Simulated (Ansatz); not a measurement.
Here is the system:

End structure of a constructed model of the (111) surface of fcc Ir, a layer of Co in place of the third plane (bottom of the slab: a bare face, its two planes held):

```
CELL_PARAMETERS angstrom
      2.73720     0.00000     0.00000
     -1.36860     2.37048     0.00000
      0.00000     0.00000    27.00000
ATOMIC_POSITIONS crystal
  Ir 0.33333 0.66667 0.29640
  Ir 0.66667 0.33333 0.37917
  Ir 0.00000 0.00000 0.46169
  Co 0.33333 0.66667 0.53888
  Ir 0.66667 0.33333 0.61478
  Ir 0.00000 0.00000 0.69635
```

Set-up: 6 atoms, 11.0 Å thick at the start with caps and adatoms (thin: gaps and levels are the slab's own); mesh 16x16x1; 0.1 eV smearing; dipole correction on; 2 atoms held, the rest relaxed; start symmetry kept, larger cells not searched; spin-polarised, ending with about 1.5 μB a cell; orders that need a larger cell were not tried, no spin-orbit, no U. In PBE it lies 0.20 eV a 1x1 cell over the lowest computed structure of the same composition (a layer of Co in place of the second plane).

Problem. What work function of the top face does PBE (Ansatz, a program for electronic structure) give?

Solution. 5.49 eV
